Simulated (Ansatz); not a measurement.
A computed series for Cr: pressure series

Take Cr in the bcc (W type) structure (space group Im-3m, No. 229; non-magnetic) as the base.

```xyz
1
Lattice="-1.4240 1.4240 1.4240 1.4240 -1.4240 1.4240 1.4240 1.4240 -1.4240" Properties=species:S:1:pos:R:3 pbc="T T T"
Cr     0.0000     0.0000     0.0000
```

Cell and atoms are relaxed at each pressure.

The values are results of PBE in Ansatz (plane waves to 420 eV, PAW, no spin-orbit coupling), not measurements.

| P (GPa) | V (Å³/atom) |
|---|---|
| -2.00 | 11.641 |
| -1.00 | 11.595 |
| 3.01 | 11.419 |
| 7.01 | 11.256 |
| 15.00 | 10.962 |
| 30.01 | 10.499 |
| 50.01 | 10.003 |
| 75.01 | 9.511 |
| 100.00 | 9.111 |

**Question.** Fit a third-order Birch–Murnaghan equation of state.

**Answer.** Least squares on P(V) = (3B₀/2)[(V₀/V)^(7/3) − (V₀/V)^(5/3)]·[1 + (3/4)(B₀′ − 4)((V₀/V)^(2/3) − 1)] gives V₀ = 11.55 Å³/atom, B₀ = 259 GPa and B₀′ = 4.1.

Load acts through the strain it causes; cell and atoms are relaxed under it. No phonon test of stability was made. Competing high-pressure phases were not computed. Starting moments died away, wholly or in part, for the base; another magnetic solution may exist. The final runs are not spin-polarised. Real Cr is antiferromagnetic at low temperature and ambient pressure, an order that this cell doesn't hold.

Ansatz is a quantum-chemistry and plane-wave program.
